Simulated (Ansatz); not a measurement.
Base system: CdGeAs₂ in the chalcopyrite structure (space group I-42d, No. 122; a = 6.0477 Å, c = 11.4884 Å).

The values are results of PBE/PAW in Ansatz (an electronic-structure program), no SOC, not measurements.

Base values:

| Property | Result |
|---|---|
| Pressure | -0.01 GPa |

One thing is altered: every lattice vector is stretched by 0.75 %, atoms relaxed at fixed cell.

Q: What happens to the pressure?

A: The pressure (mean of the normal stresses, compression positive) falls by 1.117 GPa (-0.01 GPa → -1.12 GPa).

Q: How does this affect the energy relative to the base?

A: The energy goes up by 2.1 meV/atom.

The cells carry an imposed strain or load. No phonon test of stability was made.
